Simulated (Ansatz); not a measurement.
Ru3Sn (model structure, started from the A15 type, Pm-3n, No. 223, 8 atoms in the cell), treated with LDA (Ansatz, a first-principles code, PAW).

Numerical settings: plane-wave cutoff 520 eV, 12×12×12 k mesh, Fermi–Dirac smearing 0.05 eV, no spin polarisation, scalar-relativistic PAW data made under PBE.

Cell (relaxed at this level):

Ru$_{3}$Sn has the cubic space group Pm-3n (No. 223), the A15 (Cr3Si type) structure, Pearson symbol cP8. Lattice parameters: a = b = c = 4.9157 Å, α = β = γ = 90.00°. Ru on 6c is coordinated by 2 Ru at 2.458 Å and 8 Ru at 3.010 Å and 4 Sn at 2.748 Å. Sn on 2a is surrounded by 12 Ru at 2.748 Å. (Neighbours: up to the widest gap in distance over summed covalent radii, below 1.35, at either atom.)

What does this level give for the bulk modulus?


- bulk modulus = 258 GPa

Note: the run has no spin polarisation, so it can have missed a magnetic state; the bulk modulus is −V dP/dV from two relaxed cells at ±2 % in volume; the relaxation could raise the start's symmetry but not lower it, so the cell can be a saddle point.

Spin–orbit coupling is not included.

Static lattice: no zero-point or thermal effects.

Computing time: about 7 core-minutes (a rough figure).

A model structure was made by putting elements into a prototype or built by hand; it is no filed structure, need not be a known phase, and can be a saddle point held by its symmetry.
